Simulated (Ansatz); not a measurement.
Base system: BeS in the zinc blende structure (space group F-43m, No. 216; a = 4.8686 Å).

All numbers come from Ansatz (a first-principles code), r2SCAN, PAW, cutoff 500 eV, no spin-orbit coupling.

Strains are applied to the cell and any free atomic positions relax.

One change was made to it. Results:

The pressure goes from zero to 6.62 GPa; the hole mass (degenerate bands, along [100]) goes from 0.34, 0.57, 0.57 mₑ (at Γ) to 0.35, 0.53, 0.53 mₑ (at Γ); the band gap shrinks by 0.14 eV (3.59 eV → 3.45 eV); the electron mass changes from 0.79 mₑ along k, 0.29 mₑ across (at X) to 0.77 mₑ along k, 0.28 mₑ across (at X); the energy rises by 17 meV/atom.

**Question.** Which change produced these results?
A) isotropic strain −2.50 %
B) isotropic strain −2.00 %
C) isotropic strain −3.00 %
D) isotropic strain −0.50 %
E) isotropic strain −1.50 %

**Answer.** B, isotropic strain −2.00 %. For comparison, the electron mass in the other runs: isotropic strain −3.00 % gives 0.76 mₑ along k, 0.27 mₑ across (at X); isotropic strain −1.50 % gives 0.78 mₑ along k, 0.28 mₑ across (at X); isotropic strain −0.50 % gives 0.78 mₑ along k, 0.28 mₑ across (at X); isotropic strain −2.50 % gives 0.77 mₑ along k, 0.27 mₑ across (at X).

Effective masses come from finite differences of ±0.01 Å⁻¹. Along k means along the line from Γ to the band edge. No phonon test of stability was made.
